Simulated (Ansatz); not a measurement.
**ZnSnP2, pressure series**

The reference is ZnSnP2 in the chalcopyrite structure (space group I-42d, No. 122; a = 5.702 Å, c = 11.436 Å).

Cell and atoms are relaxed at each pressure.

Level of theory: PBE (Ansatz, a first-principles code), spin-orbit coupling left out.

Two rows of this table had their results exchanged by mistake.

```json
[
 {"pressure": "pressure −2 GPa", "volume per atom (Å³)": "24.03", "shortest distance (Å)": "2.432", "band gap": "0.52 eV"},
 {"pressure": "pressure −1 GPa", "volume per atom (Å³)": "21.96", "shortest distance (Å)": "2.349", "band gap": "0.95 eV"},
 {"pressure": "pressure 1.8 GPa", "volume per atom (Å³)": "22.64", "shortest distance (Å)": "2.377", "band gap": "0.81 eV"},
 {"pressure": "pressure 4.2 GPa", "volume per atom (Å³)": "23.62", "shortest distance (Å)": "2.415", "band gap": "0.60 eV"},
 {"pressure": "pressure 9 GPa", "volume per atom (Å³)": "20.86", "shortest distance (Å)": "2.304", "band gap": "1.16 eV"},
 {"pressure": "pressure 18 GPa", "volume per atom (Å³)": "19.36", "shortest distance (Å)": "2.240", "band gap": "0.98 eV"},
 {"pressure": "pressure 45 GPa", "volume per atom (Å³)": "16.72", "shortest distance (Å)": "2.121", "band gap": "0.49 eV"},
 {"pressure": "pressure 60 GPa", "volume per atom (Å³)": "15.78", "shortest distance (Å)": "2.077", "band gap": "0.22 eV"}
]
```

Question: Which two?

Answer: The rows for pressure −1 GPa and pressure 4.2 GPa: the volume has to fall steadily with pressure, so 23.62 Å³ belongs to pressure −1 GPa and 21.96 Å³ to pressure 4.2 GPa.

Load acts through the strain it causes; cell and atoms are relaxed under it. Stability against distortions was not tested. Competing high-pressure phases were not computed. The zero or small gap of ZnSnP2 under pressure 60 GPa can change with the level of theory.
